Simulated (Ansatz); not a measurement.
A periodic model of amorphous In9Ga9Zn9O39Al2:

```xyz
68
Lattice="9.5622 -0.0020 0.0763 -0.0020 9.5669 -0.0146 0.0763 -0.0146 9.5373" Properties=species:S:1:pos:R:3 pbc="T T T"
In     4.0609     1.8876     2.2171
In     9.4357     5.7230     3.8717
In     6.4906     3.8252     3.9899
In     5.4543     8.0944     7.9024
In     7.8632     4.8615     7.1826
In     1.5459     9.5470     4.2809
In     4.1322     4.9555     1.8636
In     0.3541     5.1024     0.6643
In     6.8746     6.9000     2.2822
Ga     5.0514     8.4363     4.2228
Ga     9.3203     1.8132     8.8419
Ga     3.5803     8.1066     1.4784
Ga     4.6739     1.4036     5.8857
Ga     2.8623     6.2666     8.6994
Ga     4.5820     5.7839     6.0592
Ga     0.3246     8.6797     1.6953
Ga     9.4147     2.2439     5.4915
Ga     8.3420     7.6848     8.8525
Zn     2.8023     3.5609     5.0039
Zn     1.9187     9.0659     8.3235
Zn     6.4431     0.4299     0.8029
Zn     4.7600     3.7203     8.0656
Zn     2.4149     2.7686     9.3599
Zn     6.9832     3.3796     0.7729
Zn     6.9259     1.7625     7.3721
Zn     7.4688     1.0336     3.5416
Zn     8.2430     8.3708     5.5024
O      4.5491     5.8223     7.9774
O      7.7923     0.7769     8.9142
O      9.4350     0.3692     5.6573
O      5.3495     0.5525     7.4025
O      8.7974     2.7532     7.1497
O      4.8319     7.5996     5.8612
O      2.0435     8.6646     2.4168
O      0.7112     7.4972     4.8186
O      3.7368     2.8237     6.5948
O      1.8627     4.6232     8.7531
O      6.9108     8.7021     3.9278
O      4.7188     7.1769     2.8331
O      6.6760     7.9662     0.3582
O      8.5576     2.8894     3.9063
O      0.9066     4.4119     2.5779
O      6.2419     4.8936     1.8173
O      6.3595     1.9033     5.1743
O      1.4956     1.3710     8.3393
O      4.1544     3.3002     0.4541
O      6.0425     4.6599     5.9638
O      7.5159     7.6050     7.1612
O      4.2571     3.6261     3.5255
O      8.5573     5.8131     8.9545
O      9.0790     6.9677     2.0441
O      0.2797     8.5844     9.3985
O      2.8437     5.4789     5.4375
O      9.0854     2.9964     0.8373
O      4.7127     0.0353     1.6379
O      1.7738     7.2403     7.4798
O      1.4666     2.2556     4.4037
O      7.3994     5.8189     4.0387
O      3.8198     0.3354     4.5225
O      6.6568     3.5105     8.4105
O      9.3533     0.6529     2.7164
O      6.3886     2.0212     2.1326
O      2.0249     2.0678     1.7004
O      0.0649     5.1484     5.8943
O      2.8073     6.3226     1.0899
O      3.6085     8.2179     9.0578
Al     0.4859     2.5471     2.5385
Al     1.3863     6.3461     6.0474
```

Calculation: PBE, scalar-relativistic without spin-orbit coupling (plane waves to 420 eV, PAW; Ansatz, a program for electronic structure).

The cell was made by melting and quenching with the CHGNet potential and then relaxed with DFT. O atoms were pushed apart under 1.9 Å during the dynamics, to hinder bonds among them. The hot cell started wider than the set density and was brought back towards it in steps. It is the lowest in DFT energy of 2 quenches. It is a model cell: composition and starting density were chosen by hand, and all elements were melted together. No dispersion term was used. Its density started from a set value of 5.71 and ended at 5.57 g/cm³. Cooling (nominally 260 K/ps over its main leg) ran many orders faster than in experiment, which tends to leave more defects and strain. A cell of this size samples the disorder only roughly. Volume and shape were free in the relaxation.

Cut-offs for bonds: In-In 3.12 Å, In-Ga 2.90 Å, In-Zn 2.90 Å, In-O 2.88 Å, In-Al 2.89 Å, Ga-Ga 2.68 Å, Ga-Zn 2.68 Å, Ga-O 2.28 Å, Ga-Al 2.67 Å, Zn-Zn 2.68 Å, Zn-O 2.44 Å, Zn-Al 2.67 Å, O-O 1.58 Å, O-Al 2.24 Å, Al-Al 2.66 Å. Two cations that share two anions don't count as bonded, nor two that share one unless they lie closer than In-In 3.04 Å, In-Ga 2.82 Å, In-Zn 2.82 Å, In-Al 2.81 Å, Ga-Ga 2.61 Å, Ga-Zn 2.61 Å, Ga-Al 2.60 Å, Zn-Zn 2.61 Å, Zn-Al 2.60 Å, Al-Al 2.59 Å.

**Question.** Give the coordination numbers, mean bond lengths and angles.

**Answer.** 
```json
{
 "Mean coordination of In by anions": "5.89 (2 with 5, 6 with 6, 1 with 7)",
 "Mean coordination of Ga by anions": "4.22 (7 with 4, 2 with 5)",
 "Mean coordination of Zn by anions": "4.22 (7 with 4, 2 with 5)",
 "Mean coordination of O": "3.56 (18 with 3, 20 with 4, 1 with 5)",
 "Mean coordination of Al by anions": "5.00 (1 with 4, 1 with 6)",
 "Mean In-O bond": "2.259 Å (spread 0.177 Å, 53 counted)",
 "Mean Ga-O bond": "1.903 Å (spread 0.056 Å, 38 counted)",
 "Mean Zn-O bond": "2.040 Å (spread 0.085 Å, 38 counted)",
 "Mean O-Al bond": "1.909 Å (spread 0.130 Å, 10 counted)",
 "Bond angle at In": "mean 103.5°, spread 28.3°",
 "Bond angle at Ga": "mean 108.2°, spread 17.4°",
 "Bond angle at Zn": "mean 108.5°, spread 22.1°",
 "Bond angle at O": "mean 110.5°, spread 16.6°",
 "Bond angle at Al": "mean 107.1°, spread 28.3°"
}
```

**Question.** List the pairs of like atoms that count as bonded by the rules above.

**Answer.** There are none by these rules.
